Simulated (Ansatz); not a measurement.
Base system: an 8-atom supercell of ZnCu2SnSe4 (space group I-4, No. 82; a = 5.699 Å, c = 11.382 Å) at its relaxed geometry.

Computed with r2SCAN (Ansatz, a quantum-chemistry and plane-wave program), no spin-orbit coupling, earlier PAW set.

For the base:

The pressure is 0.0 GPa and the mean distance from the defect site to its nearest host atoms is 2.58 Å.

The change: one Sn atom is removed, atoms relaxed at fixed cell, starting from a slightly rattled geometry.

Task: Estimate the effect on the largest displacement of a host atom from its site in the perfect cell.

Result: The largest displacement of a host atom from its site in the perfect cell is 0.20 Å.

Task: What does the calculation give for the pressure after the change?

Result: The pressure goes from zero to -2.3 GPa.

Task: What does the calculation give for the mean distance from the defect site to its nearest host atoms after the change?

Result: The mean distance from the defect site to its nearest host atoms goes up by 0.191 Å (2.58 Å → 2.78 Å).

In so small a cell the defect repeats every few ångströms: this is an ordered compound, not a dilute defect. A case with no gap was solved on a k-mesh chosen for an insulator, which is coarse for it. All final runs are without spin polarisation. The defect cell is not spin-polarised.
